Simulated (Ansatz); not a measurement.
Cr2C (space group P4/nmm, No. 129; ferromagnetic; a hypothetical phase, not in the database extracts checked)

```cif
data_C2Cr4
_chemical_formula_sum 'Cr4 C2'
_space_group_name_H-M_alt 'P4/nmm :1'
_space_group_IT_number 129
_space_group_name_Hall 'P 4ab 2ab -1ab'
_cell_length_a 3.12397
_cell_length_b 3.12397
_cell_length_c 5.65724
_cell_angle_alpha 90.000
_cell_angle_beta 90.000
_cell_angle_gamma 90.000
loop_
_space_group_symop_operation_xyz
  'x, y, z'
  '-y+1/2, x+1/2, z'
  '-x, -y, z'
  'y+1/2, -x+1/2, z'
  'x+1/2, -y+1/2, -z'
  '-y, -x, -z'
  '-x+1/2, y+1/2, -z'
  'y, x, -z'
  '-x+1/2, -y+1/2, -z'
  'y, -x, -z'
  'x+1/2, y+1/2, -z'
  '-y, x, -z'
  '-x, y, z'
  'y+1/2, x+1/2, z'
  'x, -y, z'
  '-y+1/2, -x+1/2, z'
loop_
_atom_site_label
_atom_site_type_symbol
_atom_site_symmetry_multiplicity
_atom_site_Wyckoff_symbol
_atom_site_fract_x
_atom_site_fract_y
_atom_site_fract_z
_atom_site_occupancy
Cr1 Cr 2 a 0.00000 0.00000 0.00000 1
Cr2 Cr 2 c 0.50000 0.00000 0.35668 1
C1 C 2 c 0.00000 0.50000 0.28158 1
```

Calculations: Kohn–Sham DFT with the PBE functional, run in Ansatz (a first-principles code) with PAW and 420 eV plane waves, scalar-relativistic without spin-orbit coupling. Settings: 15×15×8 k-points, 0.05 eV Fermi–Dirac smearing.

```json
{
 "volume_per_atom": "9.20 Å³",
 "density": "6.98 g/cm³",
 "band_gap": "zero",
 "magnetic_state": "ferromagnetic",
 "total_energy": "-2335.251 eV/atom (σ→0; compares only within this code and set-up)"
}
```

The magnetic state is the one reached from the starting moments; the real material's order can differ, and small cells can't hold many antiferromagnetic ones. Whether these cells are dynamically stable was not tested. Seeded moments were not kept for the base.
